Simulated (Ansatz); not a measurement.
**Worked sum: surface energy of the Ge(111) slab with 2 NH2, the mean of its two faces, with the listed reservoirs for the atoms in excess**

We look at the surface energy of the Ge(111) slab with 2 NH2, the mean of its two faces, with the listed reservoirs for the atoms in excess. Reaction: 10 Ge (diamond) + 2 NH3 (gas) → cell A + H2 (gas).

A: a slab of Ge (diamond, Fd-3m) cut along (111), 16 atoms, hexagonal cell of 4.07 Å (14.4 Å²), symmetry P1 within 0.02 Å, 18.6 Å thick under 16 Å of vacuum, in-plane vectors held at the crystal's; planes from bottom to top: H2N | Ge × 10 | H2N; added, foreign or displaced atoms, above the top plane and below the bottom plane: two times NH2 bound through N to 1 Ge at 1.90 Å; spin state with PBE: run without spin.

Setting: static, neutral cells in Ansatz (PAW) whose structures rest at the PBE level. Ansatz (a first-principles code) runs with its default PAW set. Other levels take these structures. The lattices are those relaxed with PBE, so at other levels the solids can be strained, which adds to the spread. A dispersion term (D3(BJ), or D4 for r2SCAN) was computed beside these levels and is taken off wherever the name lacks it.

Total energies of the cells in eV, at zero smearing width. They compare only within one column; the weights balance every element.

```csv
cell,atoms,weight,PBE,r2SCAN+D4
A: Ge(111) slab with 2 NH2,16,+1,-43782.29170,-43864.49869
Ge (diamond),2,−5,-8589.96215,-8606.00313
H2 (gas),2,+1,-31.74439,-31.89041
NH3 (gas),4,−2,-432.63825,-433.65244
```

PBE: (-43782.29170) − 5 × (-8589.96215) + (-31.74439) − 2 × (-432.63825) = 1.0511 eV; dividing by 2 × 14.373 Å² and converting at 16.022 J/m² per eV/Å² gives 0.59 J/m².

r2SCAN+D4: (-43864.49869) − 5 × (-8606.00313) + (-31.89041) − 2 × (-433.65244) = 0.9314 eV; dividing by 2 × 14.373 Å² and converting at 16.022 J/m² per eV/Å² gives 0.52 J/m².
